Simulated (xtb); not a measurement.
xtb 6.7.1, GFN2-xTB: V(NH)(F)2(NMe2) (C[N](C)[V](=[NH])([F])[F]), 14 atoms. The geometry is a generated start, not checked to be a minimum at this level.

```
Quantity                                                                                                        Value
------------------------  -------------------------------------------------------------------------------------------
method                                                                                                       GFN2-xTB
--acc                                                                                                     1 (default)
--etemp (K)                                                                                             300 (default)
detailed input (--input)  none: ANC optimiser, Lindh (1995) Hessian, microcycle=20, maxdispl=1.0, hlow=0.01 (default)
basis functions                                                                                                    41
valence electrons                                                                                                  44
```

```xyz
14

V      0.2570     1.2607    -0.8046
N      0.9277     0.5756    -2.0745
H      1.3863     0.2319    -2.9173
F      1.4118     2.1229     0.0597
F     -1.2323     1.9228    -1.2300
N     -0.1131    -0.1262     0.1640
C     -0.6536     0.2493     1.4463
C      0.0664    -1.5440     0.0268
H     -1.5589    -0.3328     1.6746
H      0.0843     0.0685     2.2414
H     -0.9175     1.3150     1.4486
H      0.7940    -1.9156     0.7618
H     -0.8839    -2.0724     0.1836
H      0.4319    -1.7556    -0.9804
```

Charge 0 and multiplicity 1 are set for this test and not shown to be the ground state.

The structure is relaxed from this start with --opt LEVEL for the levels crude, sloppy, loose, lax, normal, tight, vtight, extreme, once each. Up to the end of the extreme run atoms move by at most 0.15 Å along an axis.

Problem. Choose the cheapest level whose final energy lies within 5 meV of that of extreme.

Solution. normal: 9 cycles against 14, ending 0.071 meV above.

```json
[
 {"level": "crude", "cycles": "1", "energy above the extreme run (meV)": "6.3", "gradient norm (eV/Å)": "0.12"},
 {"level": "sloppy", "cycles": "1", "energy above the extreme run (meV)": "6.3", "gradient norm (eV/Å)": "0.12"},
 {"level": "loose", "cycles": "1", "energy above the extreme run (meV)": "6.3", "gradient norm (eV/Å)": "0.12"},
 {"level": "lax", "cycles": "1", "energy above the extreme run (meV)": "6.3", "gradient norm (eV/Å)": "0.12"},
 {"level": "normal", "cycles": "9", "energy above the extreme run (meV)": "0.071", "gradient norm (eV/Å)": "0.030"},
 {"level": "tight", "cycles": "11", "energy above the extreme run (meV)": "0.012", "gradient norm (eV/Å)": "0.026"},
 {"level": "vtight", "cycles": "14", "energy above the extreme run (meV)": "under 0.01", "gradient norm (eV/Å)": "0.0021"},
 {"level": "extreme", "cycles": "14", "energy above the extreme run (meV)": "—", "gradient norm (eV/Å)": "0.0021"}
]
```
